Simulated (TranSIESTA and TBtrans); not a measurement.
Run with TranSIESTA and TBtrans (open boundaries, self-consistent; PseudoDojo norm-conserving potentials, scalar-relativistic): Spin polarized, PAO.BasisSize DZ, PAO.EnergyShift 0.15 eV, XC.Authors PBE, Mesh.Cutoff 200 Ry, ElectronicTemperature 300 K, TS.Voltage 0.0 eV, TBT.Elecs.Eta 0.001 eV.

Junction: Sn chain bridged by a linear CO unit along the axis. Leads: straight Sn chain, spacing 2.75 Å. Geometry: as built, not relaxed.

Problem. Give the largest eigenchannel transmissions at the Fermi level (four at most) and the total.

Solution. Up: 0.87, 0.87, 0.083 (total 1.82); down: 0.86, 0.86, 0.083 (total 1.81). Moments were seeded on the central atoms alone, and one start was tried. The straight chain is held at its spacing; free chains may zigzag or dimerise.
